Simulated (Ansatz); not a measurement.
**W2Ge (model structure, started from the Fe2P type, P-62m, No. 189, 9 atoms in the cell)**

These are PBE-D3(BJ) (Ansatz, an electronic-structure program, PAW) values and carry that method's errors.

Settings: plane-wave cutoff 500 eV, 12×12×10 k mesh (along the axes of the cell as run), Fermi–Dirac smearing 0.05 eV, no spin polarisation, scalar-relativistic PAW data made under PBE.

Cell (relaxed at this level):

```
CELL_PARAMETERS angstrom
      7.27265     0.00000     0.00000
     -3.63632     6.29830     0.00000
      0.00000     0.00000     2.97564
ATOMIC_POSITIONS crystal
  W  0.28905 0.00000 0.00000
  W  0.00000 0.28905 0.00000
  W  0.71095 0.71095 0.00000
  W  0.62289 0.00000 0.50000
  W  0.00000 0.62289 0.50000
  W  0.37711 0.37711 0.50000
  Ge 0.00000 0.00000 0.50000
  Ge 0.33333 0.66667 0.00000
  Ge 0.66667 0.33333 0.00000
```

```json
{
 "band_gap": "zero (no gap)"
}
```

Note: the relaxation could raise the start's symmetry but not lower it, so the cell can be a saddle point.

Spin–orbit coupling is not included.

A model structure was made by putting elements into a prototype or built by hand; it is no filed structure, need not be a known phase, and can be a saddle point held by its symmetry.
